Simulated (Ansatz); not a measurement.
An Ansatz (an electronic-structure program) input for (Hf,La,Ta)OO alloy cell Hf6LaTaO16 (polar orthorhombic (Pca2_1) start):

Ansatz 0.2 input:
```yaml
crystal:
  lattice:
    - [0.000457047, 5.174103748, 5.174036795]
    - [-0.001361815, -5.173770525, 5.173638278]
    - [5.367902081, -5.172745941, -0.000559663]
  atoms:
    - { symbol: Hf, position: [0.238452999, 0.966051601, 0.02243251] }
    - { symbol: Hf, position: [0.715973935, 0.488646452, -0.022397209] }
    - { symbol: La, position: [0.227206255, 0.47722069, 1.000016083] }
    - { symbol: Ta, position: [0.727257571, -0.022675867, 0.999979042] }
    - { symbol: Hf, position: [0.738154809, -0.016008782, 0.468396535] }
    - { symbol: Hf, position: [0.184651639, 0.501961125, 0.468372316] }
    - { symbol: Hf, position: [0.734010339, 0.434686695, 0.531637256] }
    - { symbol: Hf, position: [0.251911985, 0.988209115, 0.531567603] }
    - { symbol: O, position: [0.370483931, 1.052342568, 0.31421099] }
    - { symbol: O, position: [0.855194842, 0.624981518, 0.320562074] }
    - { symbol: O, position: [0.337693694, 0.6205263, 0.68576197] }
    - { symbol: O, position: [0.758260189, 0.105341968, 0.679223457] }
    - { symbol: O, position: [0.630062875, 0.348870441, 0.226469245] }
    - { symbol: O, position: [0.045757771, 0.845586382, 0.147434219] }
    - { symbol: O, position: [0.098985448, 0.30079037, 0.773568082] }
    - { symbol: O, position: [0.59552695, 0.806357336, 0.852222279] }
    - { symbol: O, position: [0.802416488, 0.648112458, 0.685815729] }
    - { symbol: O, position: [0.375174773, 0.169902632, 0.679420489] }
    - { symbol: O, position: [0.919914558, 0.008101554, 0.320747979] }
    - { symbol: O, position: [0.398112724, 0.587662421, 0.314271623] }
    - { symbol: O, position: [0.128635831, 0.880194105, 0.773350946] }
    - { symbol: O, position: [0.711019489, 0.295892411, 0.852494343] }
    - { symbol: O, position: [0.556288201, 0.960737117, 0.147808312] }
    - { symbol: O, position: [0.050852613, 0.378509401, 0.226633899] }
basis:
  ecutwfc: 420
  ecutrho_ratio: 4
  xc_grid: 2
kpoints:
  mp_grid: { grid: [4, 4, 4] }
hamiltonian:
  xc: pbe
  dispersion: none
  pseudopotentials: { kind: paw }
scf:
  n_extra_bands: 40
  occupations: { method: fermi_dirac, width: 0.01 }
output:
  eigenstates:
    kpoints:
      - [0.0, 0.0, 0.0]
      - [0.0, 0.0, -0.5]
      - [-0.5, -0.5, -0.5]
      - [-0.5, -0.5, 0.0]
    e_range: [-5, 6]
    localisation: true
  eigenvalues: true
magnetization:
  noncollinear: true
  spin_orbit: true
```

Level of theory: PBE with spin-orbit coupling (plane waves to 420 eV, PAW; Ansatz). The runs are not spin-polarised. Its k-point mesh 4×4×4, Fermi–Dirac width 0.01 eV.

**Question.** Write the closing report of this run, without the band table and long remarks, to eight decimals at most.

**Answer.** 
```
SCF converged after 14 iterations
Magnetization: |M| = 0.0000 μB,  M = (+0.0000, +0.0000, +0.0000) μB
Absolute magnetization: 0.0000 μB (∫|m|)
  site 0: m = (+0.0000, +0.0000, +0.0000) μB, |m| = 0.0000 μB  (R = 0.84 Å)
  site 1: m = (+0.0000, +0.0000, +0.0000) μB, |m| = 0.0000 μB  (R = 0.84 Å)
  site 2: m = (+0.0000, +0.0000, +0.0000) μB, |m| = 0.0000 μB  (R = 1.01 Å)
  site 3: m = (+0.0000, +0.0000, +0.0000) μB, |m| = 0.0000 μB  (R = 0.83 Å)
  site 4: m = (+0.0000, +0.0000, +0.0000) μB, |m| = 0.0000 μB  (R = 0.85 Å)
  site 5: m = (+0.0000, +0.0000, +0.0000) μB, |m| = 0.0000 μB  (R = 0.85 Å)
  site 6: m = (+0.0000, +0.0000, +0.0000) μB, |m| = 0.0000 μB  (R = 0.85 Å)
  site 7: m = (+0.0000, +0.0000, +0.0000) μB, |m| = 0.0000 μB  (R = 0.85 Å)
  site 8: m = (+0.0000, +0.0000, +0.0000) μB, |m| = 0.0000 μB  (R = 0.85 Å)
  site 9: m = (+0.0000, +0.0000, +0.0000) μB, |m| = 0.0000 μB  (R = 0.85 Å)
  site 10: m = (+0.0000, +0.0000, +0.0000) μB, |m| = 0.0000 μB  (R = 0.85 Å)
  site 11: m = (+0.0000, +0.0000, +0.0000) μB, |m| = 0.0000 μB  (R = 0.85 Å)
  site 12: m = (+0.0000, +0.0000, +0.0000) μB, |m| = 0.0000 μB  (R = 0.84 Å)
  site 13: m = (+0.0000, +0.0000, +0.0000) μB, |m| = 0.0000 μB  (R = 0.83 Å)
  site 14: m = (+0.0000, +0.0000, +0.0000) μB, |m| = 0.0000 μB  (R = 0.84 Å)
  site 15: m = (+0.0000, +0.0000, +0.0000) μB, |m| = 0.0000 μB  (R = 0.83 Å)
  site 16: m = (+0.0000, +0.0000, +0.0000) μB, |m| = 0.0000 μB  (R = 0.85 Å)
  site 17: m = (+0.0000, +0.0000, +0.0000) μB, |m| = 0.0000 μB  (R = 0.85 Å)
  site 18: m = (+0.0000, +0.0000, +0.0000) μB, |m| = 0.0000 μB  (R = 0.85 Å)
  site 19: m = (+0.0000, +0.0000, +0.0000) μB, |m| = 0.0000 μB  (R = 0.85 Å)
  site 20: m = (+0.0000, +0.0000, +0.0000) μB, |m| = 0.0000 μB  (R = 0.84 Å)
  site 21: m = (+0.0000, +0.0000, +0.0000) μB, |m| = 0.0000 μB  (R = 0.83 Å)
  site 22: m = (+0.0000, +0.0000, +0.0000) μB, |m| = 0.0000 μB  (R = 0.83 Å)
  site 23: m = (+0.0000, +0.0000, +0.0000) μB, |m| = 0.0000 μB  (R = 0.84 Å)
Free energy (F): -119769.722110 eV
Harris-Foulkes:  -119769.722110 eV  (|F-HF|=1.88e-8)
Internal energy: -119769.722110 eV  (E = F + TS)
E sigma→0 (E₀):  -119769.722110 eV
Fermi energy:    14.957527 eV
--- Per-component energies (eV) ---
  E_band       = -272.285518
  E_kinetic    = 5882.804031
  E_local      = -41050.020148  (includes V_loc(G=0)·N_el)
  E_nonlocal   = -6593.626055
  E_hartree    = 18567.712884
  E_xc         = -3336.083224
  E_vxc        = -3454.455338  (∫ρ·V_xc dr)
  E_paw        = -58039.158108  (= ΣΔE_a)
  E_vpaw       = 7807.549470  (= ΣTr[D̂ρ^β])
  E_aug_tail   = 0.039353  (compensation charges beyond the density's cutoff)
  E_ewald      = -35201.390843
  E_smearing   = 0.000000  (= −TS)
  E_closure    = 0.000000  (closes the sum)
  Σ components = -119769.722110   (vs F -119769.722110, Δ=0.00e0)
```

Cost: roughly 50 core-minutes.
